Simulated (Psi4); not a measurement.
Psi4 1.11, PBE/def2-svp: B(F)(OH)(OEt) (CCOB(O)F), 12 atoms. The geometry is a generated start, not checked to be a minimum at this level.

```json
{
  "task": "energy",
  "method": "pbe",
  "basis": "def2-svp",
  "memory": "3 GB",
  "maxiter": "100",
  "keys_of_the_molecule_block": "symmetry c1",
  "scf_type": "df (default)",
  "e_convergence": "1e-06 (default)",
  "d_convergence": "1e-06 (default)",
  "dft_radial_points": "75 (default)",
  "dft_spherical_points": "302 (default)",
  "basis_functions": "114",
  "grid_points": "257257"
}
```

```xyz
12

B     -0.3472     1.6788     0.1530
F     -0.4209     2.8253    -0.5478
O     -1.0191     1.5919     1.3207
H     -1.4969     2.3845     1.5615
O      0.4071     0.7217    -0.3780
C      0.6051    -0.5582     0.2043
C      0.2153    -1.6445    -0.7891
H      1.6704    -0.6330     0.4493
H      0.0207    -0.6433     1.1251
H      0.7341    -1.4835    -1.7296
H      0.4857    -2.6191    -0.3945
H     -0.8544    -1.6207    -0.9751
```

With the defaults (diis = true, scf_initial_accelerator = adiis, damping_percentage = 0, soscf = false, soscf_start_convergence = 0.01, diis_max_vecs = 10, guess = auto, which took SAD) it converges in 10 SCF iterations. One run each on 2 threads, with these changes:
- diis_max_vecs = 3
- guess = huckel
- damping_percentage = 60
- guess = gwh
- soscf = true
- diis_max_vecs = 6
- soscf = true, soscf_start_convergence = 0.1
- diis_max_vecs = 20
- diis = false, scf_initial_accelerator = none, damping_percentage = 60

Q: Name the settings that don't reach the solution of the defaults.

A: No convergence: diis = false, scf_initial_accelerator = none, damping_percentage = 60 (the run ends without SCF convergence in 100 iterations). The rest reach the solution of the defaults.

```
setting                                                                SCF iterations  JK calls             end
---------------------------------------------------------------------  --------------  --------  --------------
soscf = true, soscf_start_convergence = 0.1                                         6        22   same solution
soscf = true                                                                        7        23   same solution
the defaults                                                                       10        11   same solution
diis_max_vecs = 20                                                                 10        11   same solution
diis_max_vecs = 6                                                                  10        11   same solution
guess = huckel                                                                     11        39   same solution
guess = gwh                                                                        14        14   same solution
diis_max_vecs = 3                                                                  17        18   same solution
damping_percentage = 60                                                            59        60   same solution
diis = false, scf_initial_accelerator = none, damping_percentage = 60             100       101  no convergence
```

An SOSCF iteration holds several JK calls; a Hückel guess adds calls on atoms.
